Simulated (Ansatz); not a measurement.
Electronic density of states of amorphous Si30N36C3, density 2.98 g/cm³, on a 2×2×2 Γ-centred mesh with a Gaussian width of 0.1 eV; energies count from the Fermi level, whose place inside the gap is arbitrary. Cell and mesh are small, so fine structure isn't converged. These are PBE, scalar-relativistic without spin-orbit coupling (plane waves to 420 eV, PAW; Ansatz, a quantum-chemistry and plane-wave program) values and carry that method's errors. Sampling: a 2×2×2 Γ-centred mesh; Fermi-Dirac width 0.02 eV; no spin polarisation.

It comes from a melt-quench run on a machine-learned potential (CHGNet), relaxed afterwards by DFT. N atoms were pushed apart under 1.9 Å during the dynamics, to hinder bonds among them. The hot cell started wider than the set density and was brought back towards it in steps. It is the lowest in DFT energy of 2 quenches. It is a model cell: composition and starting density were chosen by hand, and all elements were melted together. No dispersion term was used. Its density started from a set value of 2.98 and ended at 2.98 g/cm³. Cooling (nominally 380 K/ps over its main leg) ran many orders faster than in experiment, which tends to leave more defects and strain. One small periodic cell is one sample of the glass; other quenches scatter about these values. The volume was held where the preparation left it, at a PBE pressure of 3.3 GPa. Stress components on the final sampling reach 5.4 GPa. On a 2×2×2 Γ-centred mesh force components of up to 0.20 eV/Å stay, since the relaxation ran on the zone centre alone.

(E - EF (eV), states/(eV atom)): (-12.00, 0.00); (-11.90, 0.00); (-11.80, 0.01); (-11.70, 0.05); (-11.60, 0.13); (-11.50, 0.18); (-11.40, 0.21); (-11.30, 0.21); (-11.20, 0.20); (-11.10, 0.20); (-11.00, 0.22); (-10.90, 0.24); (-10.80, 0.23); (-10.70, 0.21); (-10.60, 0.23); (-10.50, 0.23); (-10.40, 0.26); (-10.30, 0.27); (-10.20, 0.21); (-10.10, 0.27); (-10.00, 0.28); (-9.90, 0.20); (-9.80, 0.20); (-9.70, 0.23); (-9.60, 0.23); (-9.50, 0.23); (-9.40, 0.25); (-9.30, 0.25); (-9.20, 0.26); (-9.10, 0.27); (-9.00, 0.30); (-8.90, 0.32); (-8.80, 0.30); (-8.70, 0.29); (-8.60, 0.26); (-8.50, 0.31); (-8.40, 0.34); (-8.30, 0.28); (-8.20, 0.32); (-8.10, 0.37); (-8.00, 0.38); (-7.90, 0.36); (-7.80, 0.30); (-7.70, 0.33); (-7.60, 0.39); (-7.50, 0.37); (-7.40, 0.40); (-7.30, 0.38); (-7.20, 0.39); (-7.10, 0.39); (-7.00, 0.38); (-6.90, 0.41); (-6.80, 0.40); (-6.70, 0.41); (-6.60, 0.41); (-6.50, 0.41); (-6.40, 0.44); (-6.30, 0.44); (-6.20, 0.43); (-6.10, 0.46); (-6.00, 0.48); (-5.90, 0.46); (-5.80, 0.45); (-5.70, 0.46); (-5.60, 0.44); (-5.50, 0.45); (-5.40, 0.49); (-5.30, 0.47); (-5.20, 0.39); (-5.10, 0.35); (-5.00, 0.37); (-4.90, 0.38); (-4.80, 0.34); (-4.70, 0.35); (-4.60, 0.37); (-4.50, 0.38); (-4.40, 0.39); (-4.30, 0.42); (-4.20, 0.41); (-4.10, 0.45); (-4.00, 0.46); (-3.90, 0.40); (-3.80, 0.39); (-3.70, 0.40); (-3.60, 0.38); (-3.50, 0.42); (-3.40, 0.43); (-3.30, 0.45); (-3.20, 0.42); (-3.10, 0.36); (-3.00, 0.35); (-2.90, 0.39); (-2.80, 0.40); (-2.70, 0.35); (-2.60, 0.35); (-2.50, 0.34); (-2.40, 0.26); (-2.30, 0.15); (-2.20, 0.12); (-2.10, 0.18); (-2.00, 0.15); (-1.90, 0.11); (-1.80, 0.15); (-1.70, 0.19); (-1.60, 0.17); (-1.50, 0.20); (-1.40, 0.17); (-1.30, 0.16); (-1.20, 0.10); (-1.10, 0.02); (-1.00, 0.06); (-0.90, 0.22); (-0.80, 0.22); (-0.70, 0.07); (-0.60, 0.01); (-0.50, 0.00); (-0.40, 0.00); (-0.30, 0.00); (-0.20, 0.00); (-0.10, 0.00); (0.00, 0.00); (0.10, 0.00); (0.20, 0.00); (0.30, 0.00); (0.40, 0.00); (0.50, 0.00); (0.60, 0.01); (0.70, 0.05); (0.80, 0.13); (0.90, 0.09); (1.00, 0.03); (1.10, 0.06); (1.20, 0.11); (1.30, 0.10); (1.40, 0.15); (1.50, 0.19); (1.60, 0.13); (1.70, 0.14); (1.80, 0.15); (1.90, 0.21); (2.00, 0.25); (2.10, 0.22); (2.20, 0.20); (2.30, 0.22); (2.40, 0.26); (2.50, 0.27); (2.60, 0.23); (2.70, 0.28); (2.80, 0.32); (2.90, 0.31); (3.00, 0.30); (3.10, 0.28); (3.20, 0.29); (3.30, 0.33); (3.40, 0.32); (3.50, 0.35); (3.60, 0.35); (3.70, 0.34); (3.80, 0.35)

The gap on this mesh is 1.51 eV; the broadening fills part of it in the curve.
